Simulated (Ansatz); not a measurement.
What biaxial strain −1.50 %, plane normal [001], relaxed out of plane does to MgO

Base system: MgO in the rock salt structure (space group Fm-3m, No. 225; a = 4.214 Å). Axes: x, y, z lie along the cube axes.

The change: biaxial strain −1.50 %, plane normal [001], relaxed out of plane (Cartesian); in-plane vectors clamped, the third vector and the atoms free.

All numbers come from Kohn–Sham DFT with the PBEsol functional, run in Ansatz (a first-principles code) with PAW and 420 eV plane waves, scalar-relativistic without spin-orbit coupling. Γ-centred 13×13×13 mesh, Fermi–Dirac width 0.05 eV.

The volume per atom drops by 0.19 Å³ to 9.16 Å³ and the space group changes from Fm-3m (No. 225) to I4/mmm (No. 139). The shortest interatomic distance drops by 0.032 Å to 2.075 Å and the energy rises by 4.6 meV/atom. The pressure (mean of the normal stresses, compression positive) increases by 3.60 GPa to 3.61 GPa and the band gap increases by 0.16 eV, from 4.62 eV to 4.78 eV. The gap character stays direct at Γ and the electron mass becomes 0.33 mₑ out of plane, 0.35 mₑ in plane (at Γ) (base: 0.34 mₑ (at Γ)). The hole mass amounts to 0.37 mₑ out of plane, 2.1 mₑ in plane (at Γ) and the valence-band top at Γ (three highest levels, from the VBM) goes from 0.00, 0.00, 0.00 eV to 0.00, -0.05, -0.05 eV. The out-of-plane strain amounts to +0.96 % and the ratio −ε⊥/ε∥ amounts to 0.64. The mean in-plane stress (compression positive) is +5.4 GPa.

Final structure (turned so that z lies along the plane normal):

```yaml
crystal:
  lattice:
    - [2.93512, 0.00000, 0.00000]
    - [0.00000, 2.93512, 0.00000]
    - [1.46756, -1.46756, 2.12726]
  atoms:
    - { symbol: Mg, position: [0.00000, 0.00000, 0.00000] }
    - { symbol: O, position: [0.50000, 0.50000, 0.00000] }
```

Masses are band curvatures over ±0.01 Å⁻¹ around the edge. Whether these cells are dynamically stable was not tested. k-point labels follow each cell's own Brillouin zone.
